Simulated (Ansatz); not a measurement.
The starting structures come from a database of crystals and need not be the phases stable at ambient conditions.

 Where the default PAW files enter, the runs use the earlier of Ansatz's two default sets.

Tunnelling through a barrier is set by its complex band structure: the current falls as exp(−2κd) with the smallest κ.

Data:

```xyz
5
Lattice="4.2923 0.0000 0.0000 0.0000 7.0555 0.0000 2.1462 0.0000 3.7172" Properties=species:S:1:pos:R:3 pbc="T T T"
Ca     0.0000     0.0000     0.0000
Cd     2.1462     2.5533     1.2391
Cd     4.2923     4.5022     2.4782
P      4.2923     1.6970     2.4782
P      2.1462     5.3584     1.2391
```

Space group of this cell: P-3m1. The cell is taken as given; by PBEsol its mean pressure is -2.3 GPa.

Transport runs along the normal of the first two printed cell vectors, the (100) plane of the conventional cell.

The gap is the functional's own. No spin-orbit coupling. Mid-gap values are interpolated on the energy grid.

Task: Predict the band gap and the smallest decay constant κ at mid-gap from PBEsol run with Ansatz (an electronic-structure program).

Result: Gap 0.75 eV on a 8×4×8 mesh; κ = 0.059 1/Å, at the zone centre.
